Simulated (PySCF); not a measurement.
PySCF 2.14.0, TPSSH/def2-tzvp, df: Mo(NH)2(Cl)2 ([NH]=[Mo](=[NH])([Cl])[Cl]), 7 atoms. The geometry is a generated start, not checked to be a minimum at this level.

```yaml
task: energy
method: tpssh
basis: def2-tzvp
two_electron_scheme: density fitting
mol.max_memory: 3000 MB
mf.max_cycle: 100
mf.conv_tol: 1e-09 (default)
mf.grids.level: 3 (default)
effective_core_potentials: those of the basis set, past Kr
basis_functions: 188
grid_points: 107624
```

```xyz
7

Mo    -0.2545     0.0899     0.2701
N      0.9795    -1.1059     0.5023
H      1.7570    -1.7519     0.4507
N     -0.2280     0.8302    -1.2978
H     -0.0691     1.1516    -2.2450
Cl    -2.1932    -0.8612     0.5491
Cl     0.0083     1.6472     1.7706
```

Charge 0 and multiplicity 1 are set for this test and not shown to be the ground state.

With the defaults (mf.DIIS = CDIIS, mf.diis_space = 8, mf.diis = true, mf.diis_damp = 0, mf.init_guess = minao, mf.level_shift = 0) it converges in 13 Fock builds. One run each on 2 threads, 1 BLAS thread, with these changes:
- mf.diis = false
- mf.init_guess = huckel
- mf.DIIS = ADIIS
- mf.level_shift = 0.3 Hartree
- mf.diis_damp = 0.3
- mf.diis_space = 5
- mf.diis_space = 3
- mf.init_guess = 1e
- mf.DIIS = EDIIS

Question: Which of these changes keep the SCF from converging, or lead it to another solution?

Answer: No convergence: mf.DIIS = EDIIS; mf.diis_space = 3; mf.diis = false (the run ends without SCF convergence in 100 cycles). The rest reach the solution of the defaults.

| setting | Fock builds | end |
|---|---|---|
| the defaults | 13 | same solution |
| mf.diis_damp = 0.3 | 13 | same solution |
| mf.diis_space = 5 | 16 | same solution |
| mf.level_shift = 0.3 Hartree | 18 | same solution |
| mf.init_guess = huckel | 19 | same solution |
| mf.init_guess = 1e | 24 | same solution |
| mf.DIIS = ADIIS | 28 | same solution |
| mf.DIIS = EDIIS | 101 | no convergence |
| mf.diis_space = 3 | 101 | no convergence |
| mf.diis = false | 101 | no convergence |
